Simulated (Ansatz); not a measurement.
The parent structure is GaN in the zinc blende structure (space group F-43m, No. 216; a = 4.498 Å).

One thing is altered: a negative pressure, −1 GPa.

Method: r2SCAN (Ansatz, a quantum-chemistry and plane-wave program; PAW; 500 eV plane waves; no SOC).

Base, band edges from the VBM (valence, conduction): X -2.80, 3.77; W -3.72, 6.74; L -1.00, 5.22; Γ 0.00, 2.17; K -2.25, 5.48; U -2.25, 5.48 eV.

### Question
Give the band edges at the high-symmetry points of the new zone, measured from its valence-band maximum.

### Answer
```json
[
 {"point": "Γ", "valence edge (eV)": "0.00", "conduction edge (eV)": "2.13"},
 {"point": "X", "valence edge (eV)": "-2.78", "conduction edge (eV)": "3.77"},
 {"point": "U", "valence edge (eV)": "-2.24", "conduction edge (eV)": "5.47"},
 {"point": "K", "valence edge (eV)": "-2.24", "conduction edge (eV)": "5.47"},
 {"point": "L", "valence edge (eV)": "-1.00", "conduction edge (eV)": "5.19"},
 {"point": "W", "valence edge (eV)": "-3.70", "conduction edge (eV)": "6.73"}
]
```

The gap is 2.13 eV, direct at Γ.

Load acts through the strain it causes; cell and atoms are relaxed under it. Whether these cells are dynamically stable was not tested. This is not the structure that GaN has at room temperature and ambient pressure.
